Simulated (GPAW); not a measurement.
## Convergence study of the plane-wave cutoff for Sn (Immm, 1 atom in the cell)

```yaml
crystal:
  lattice:
    - [-1.69629, 1.96052, 2.11419]
    - [1.69629, -1.96052, 2.11419]
    - [1.69629, 1.96052, -2.11419]
  atoms:
    - { symbol: Sn, position: [0.00000, 0.00000, 0.00000] }
```

Method of the run: PBEsol, GPAW PAW datasets PBEsol (made by gpaw-setup) (plane waves; GPAW 25.7.0).

Base settings: mode = pw; ecut = 600 eV; xc = PBEsol; kpts = 5 5 5; mesh shift (steps) = 0 0 0; occupations.name = fermi-dirac; occupations.width = 0.1 eV; nbands = -7; convergence.density = 1e-05 e/electron; symmetry.symmorphic = false.

The second cell is the first with its lattice scaled by 0.98.

The mesh stays at the base's, so the ladder's end is converged at best in this setting alone.

Only quantities that move along the ladder and can be compared are tabulated.

The count of work is k-points × plane waves × bands × iterations; it is no time. 

The starting cell comes from a database of computed structures (which also holds hypothetical and non-ambient phases and stackings), without a prior relaxation at this level. Its lattice was rescaled by up to half a per cent. Without a gap this mesh is coarse (it stands for a supercell whose shortest vector is 17 Å).

```tsv
ecut	free energy less the last step's (meV/atom)	energy of the compressed cell less the first (meV/atom)	pressure (GPa)	count of work / last
210 eV	854.03	-11.82	-6.72	0.066
240 eV	796.72	-7.44	-2.91	0.090
270 eV	724.44	-5.51	-5.93	0.11
300 eV	574.85	-4.86	-8.30	0.11
330 eV	404.44	-7.98	-8.77	0.14
360 eV	259.48	-10.69	-7.84	0.14
420 eV	81.27	-7.91	-4.87	0.20
480 eV	18.14	-8.30	-2.94	0.22
540 eV	2.68	-8.32	-2.20	0.21
600 eV	0.43	-8.34	-2.03	0.23
660 eV	0.29	-8.34	-2.01	0.31
720 eV	0.27	-8.35	-2.01	0.38
810 eV	0.14	-8.36	-2.02	0.42
900 eV	0.01	-8.36	-2.02	0.50
1050 eV	-0.03	-8.36	-2.01	0.62
1200 eV	-0.02	-8.37	-2.01	1.0
1440 eV	0.00	-8.37	-2.01	1.0
```

Coarsest ecut that holds the pressure within 0.1 GPa of the last step, with all finer ones: 600 eV, at 0.23 of the last step's count of work; the step before is off by 0.19 GPa.

Coarsest ecut that holds the energy of the compressed cell less the first within 2 meV/atom of the last step, with all finer ones: 420 eV, at 0.20 of the last step's count of work; the step before is off by 2.3 meV/atom.

Coarsest ecut that holds the free energy within 0.5 meV/atom of the last step, with all finer ones: 600 eV, at 0.23 of the last step's count of work; the step before is off by 2.7 meV/atom.

The energy difference between the two cells stays within 1 meV/atom of the last step's from 420 eV on, the total only from 600 eV on: much of the error is common to both cells and cancels.

At the lowest cutoff the pressure lies 4.7 GPa under the last step's, the usual sign of Pulay stress in an incomplete plane-wave basis.
